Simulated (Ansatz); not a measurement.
# MoS2: carrier doping

Base system: MoS2 (space group P6_3/mmc, No. 194; a = 3.1494 Å, c = 12.0915 Å; layered, stacked along the Cartesian z axis).

Carriers are added at fixed cell with a uniform background; the Fermi–Dirac width is that of 300 K.

Level of theory: Ansatz (a quantum-chemistry and plane-wave program), PBE-D3(BJ), PAW, cutoff 420 eV, no spin-orbit coupling, earlier PAW set.

Candidates:
(a) electrons 7.0×10^21 cm⁻³
(b) holes 1.0×10^22 cm⁻³
(c) electrons 5.0×10^21 cm⁻³

Notes on the quantities. Fermi level from band edge: Fermi level relative to the doped band's edge (positive inside the band; to 0.05 eV).

Q: Order them by Fermi level from band edge, highest first.

A: (b) holes 1.0×10^22 cm⁻³ (+1.10 eV), (a) electrons 7.0×10^21 cm⁻³ (+0.55 eV), (c) electrons 5.0×10^21 cm⁻³ (+0.45 eV)

Carriers are added with a uniform compensating background; total energy and stress of such cells depend on the potential's zero and are not compared; many-body gap narrowing is missing at this level. Whether these cells are dynamically stable was not tested.
